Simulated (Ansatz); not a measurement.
Defect: interstitial H in anatase TiO2 with all lengths changed by -1 %, charge state +1. The step: several atoms move together, H the farthest; the atom moves 2.69 Å along (0.00, -0.50, 0.20) of the unit cell; the moving atom starts with neighbours O at 0.98, 2 O at 2.11 Å and ends with O at 0.98, 2 O at 2.11 Å. DFT values are from Ansatz (plane-wave PAW, 420 eV unless said) in a cell of 108 host sites, spin-restricted, static, with no finite-size correction. The charge state is imposed; whether it is stable for some Fermi level was not computed. Sites that were not tried may lie lower. For the PBE band: the saddle point's order was not checked, and it lies on a symmetry element of the cell, where a band can be held.

| Level | Forward barrier (eV) | Cost of the band or of the saddle's single point |
|---|---|---|
| CHGNet universal potential (has no charge state), its own band | 1.09 | - |
| PBE, the Γ point alone, band relaxed | 1.68 | around 50 core-minutes (rough) |
| PBE, a 2×2×2 k-point mesh shifted by half a step, same geometries | 1.65 | very roughly 10 core-minutes |

Ansatz is a first-principles code.
